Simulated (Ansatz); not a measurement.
Levels about the gap of amorphous Si₃₀N₄₁Lu (72 atoms in a cell of 816 Å³, 3.24 g/cm³; zone centre alone, so wide bands show as single levels with stretches between that a denser mesh fills), at the geometry that PBE relaxed, where it gives 1.3 GPa on a denser mesh. Exact exchange is cut at the faces of this small cell, which leaves a finite-size error. The participation number counts the atoms over which a state spreads; weights are charges in smoothed Voronoi cells. The levels come from a single point, so bond lengths are those of that geometry. Method of the levels: HSE06, scalar-relativistic without spin-orbit coupling (Ansatz, an electronic-structure program). Sampling: the zone centre alone; Fermi-Dirac width 0.01 eV; collinear spin, started from moments on atoms (the moments died out). At PBE the levels at the filled edge of the gap are localised (band-tail or defect states).

The cell was made by melting and quenching with the CHGNet potential and then relaxed with DFT. N atoms were pushed apart under 1.9 Å during the dynamics, to hinder bonds among them. The hot cell started wider than the set density and was brought back towards it in steps. It is the lowest in DFT energy of 2 quenches. It is a model cell: composition and starting density were chosen by hand, and all elements were melted together. No dispersion term was used. Its density started from a set value of 3.24 and ended at 3.24 g/cm³. The simulated quench (nominally 450 K/ps over its main leg) is rapid and tends to freeze in more defects than a deposited or slowly cooled glass has. One small periodic cell is one sample of the glass; other quenches scatter about these values. The volume was held where the preparation left it and the shape relaxed, at a PBE pressure of 1.3 GPa. Stress components on the final sampling reach 3.6 GPa. On a 2×2×2 Γ-centred mesh force components of up to 0.15 eV/Å stay, since the relaxation ran on the zone centre alone. Cycles of charging lowered its energy after that relaxation.

```tsv
E - E(highest filled), eV	filling	spin	participation number	largest on	weight N	weight Si	weight Lu
-0.50	filled	dn	20.5	N, 2 neighbours	0.89	0.10	0.01
-0.33	filled	up	18.7	N, 3 neighbours	0.90	0.09	0.01
-0.33	filled	dn	18.7	N, 3 neighbours	0.90	0.09	0.01
-0.31	filled	up	13.0	N, 3 neighbours	0.89	0.09	0.01
-0.31	filled	dn	13.0	N, 3 neighbours	0.89	0.09	0.01
0.00	filled	up	3.0	N, 2 neighbours	0.88	0.12	0.00
0.00	filled	dn	3.0	N, 2 neighbours	0.88	0.12	0.00
3.99	empty	dn	29.0	Si, 4 neighbours	0.49	0.49	0.02
3.99	empty	up	29.0	Si, 4 neighbours	0.49	0.49	0.02
4.66	empty	dn	24.5	Si, 4 neighbours	0.44	0.50	0.06
4.66	empty	up	24.5	Si, 4 neighbours	0.44	0.50	0.06
4.83	empty	dn	20.4	Si, 4 neighbours	0.44	0.53	0.03
4.83	empty	up	20.4	Si, 4 neighbours	0.44	0.53	0.03
4.94	empty	dn	33.7	Si, 4 neighbours	0.44	0.52	0.04
```

Most localised among these is the filled level at +0.00 eV, on a N atom, which has 2 neighbours (Si 1.65 Å, Si 1.66 Å).
